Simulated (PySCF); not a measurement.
PySCF 2.14.0, B3LYP/def2-svp, df: selenium dioxide (O=[Se]=O), 3 atoms. The geometry is a generated start, not checked to be a minimum at this level.

```
Quantity                       Value
-------------------  ---------------
task                          energy
method                         b3lyp
basis                       def2-svp
two-electron scheme  density fitting
mol.max_memory               3000 MB
mf.max_cycle                     100
mf.init_guess        minao (default)
mf.DIIS              CDIIS (default)
mf.diis_space            8 (default)
mf.conv_tol          1e-09 (default)
mf.grids.level           3 (default)
basis functions                   60
grid points                    48592
```

```xyz
3

O     -1.2516    -0.3966     0.0218
Se    -0.0455     0.6030    -0.0107
O      1.2971    -0.2064    -0.0111
```

One run each on 2 threads, 1 BLAS thread. Values of level_shift (Hartree) tried: 0 (default), 0.1, 0.3, 1.

**Question.** How does the count of Fock builds change with level_shift (Hartree), and where is it least?

**Answer.** Fewest Fock builds, within one of each other: 0 (default) with 12, 0.1 with 13. The count rises to 27 at 1. All converge to one solution.

```json
[
 {"level_shift (Hartree)": "0 (default)", "Fock builds": "12", "end": "same solution"},
 {"level_shift (Hartree)": "0.1", "Fock builds": "13", "end": "same solution"},
 {"level_shift (Hartree)": "0.3", "Fock builds": "16", "end": "same solution"},
 {"level_shift (Hartree)": "1", "Fock builds": "27", "end": "same solution"}
]
```
